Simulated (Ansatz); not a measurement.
**Zr7N4O8 (P1, No. 1, 19 atoms in the cell; start mp-561974)**

Level of theory: HSE06 in Ansatz (PAW).

Run with plane-wave cutoff 460 eV, 4×4×4 k mesh, Fermi–Dirac smearing 0.01 eV, scalar-relativistic PAW data made under PBE.

Cell (relaxed with PBEsol):

```xyz
19
Lattice="6.1730 0.0025 -0.0041 -0.9919 6.1095 -0.0039 -1.0130 -1.2394 6.0657" Properties=species:S:1:pos:R:3 pbc="T T T"
Zr     0.8792     3.2077     5.2758
Zr     6.1273     0.0417     0.0739
Zr    -0.0844     3.2705     1.9335
Zr     1.1888     0.0433     3.6055
Zr     3.1038     4.8278     2.3157
Zr     4.1939     1.4623     4.2581
Zr     3.3686     1.6149     0.8639
N      2.9615     0.5491     2.6399
N      3.1585     5.6161     0.3773
N     -0.7875     5.2347     1.9655
N      5.3859     1.9898     0.4122
O      4.0454     2.9348     2.6092
O      2.2591     1.6432     4.9997
O      0.0738     1.8148     3.4901
O      4.8951    -0.4817     4.1261
O      1.8617     3.3297     1.0958
O      1.2517     4.2150     3.5122
O      0.9728    -0.5864     5.6010
O     -1.1702     3.1271     5.3594
```

For Zr7N4O8 (P1, No. 1, 19 atoms in the cell; start mp-561974), the band gap is 4.13 eV and the smallest direct gap on the k points sampled comes out as 4.21 eV.

Note: cell and atoms aren't relaxed at this level (pressure 1.1 GPa).

Spin–orbit coupling is not included.

Computing time: about 22 core-minutes (a rough figure).

A start named mp-… is a Materials Project structure, which need not be a measured phase.

Ansatz is an electronic-structure program.
